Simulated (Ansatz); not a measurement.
The parent structure is MgS in the rock salt structure (space group Fm-3m, No. 225; a = 5.182 Å).

Levels (all Ansatz, a program for electronic structure, PAW): PBEsol (420 eV, without spin-orbit coupling); r2SCAN (500 eV, no SOC); HSE06 (420 eV, scalar-relativistic without spin-orbit coupling).

One geometry, relaxed with PBEsol, under each level:

Notes on the quantities. hole mass: degenerate bands, along [100].

```json
[
 {"level": "PBEsol", "band gap": "2.73 eV", "lowest conduction level above the VBM at special points": "X 2.73 eV; Γ 3.69 eV; U 3.83 eV; K 3.83 eV", "electron mass": "0.53 mₑ along k, 0.29 mₑ across (at X)", "hole mass": "0.25, 0.92, 0.92 mₑ (at Γ)", "pressure": "-0.01 GPa"},
 {"level": "r2SCAN", "band gap": "3.49 eV", "lowest conduction level above the VBM at special points": "X 3.49 eV; Γ 4.74 eV; U 4.57 eV; K 4.57 eV", "electron mass": "0.53 mₑ along k, 0.30 mₑ across (at X)", "hole mass": "0.28, 0.92, 0.92 mₑ (at Γ)", "pressure": "0.99 GPa"},
 {"level": "HSE06", "band gap": "3.83 eV", "lowest conduction level above the VBM at special points": "X 3.83 eV; Γ 4.93 eV; U 4.97 eV", "electron mass": "–", "hole mass": "–", "pressure": "–"}
]
```

Single points use the geometry relaxed with PBEsol. Their cutoffs differ, which shifts pressures a little. HSE06 gaps are upper bounds (no full band path). Masses are band curvatures over ±0.01 Å⁻¹ around the edge. Along k means along the line from Γ to the band edge. Whether these cells are dynamically stable was not tested. The base started in P3_121 and relaxed to Fm-3m at this level.
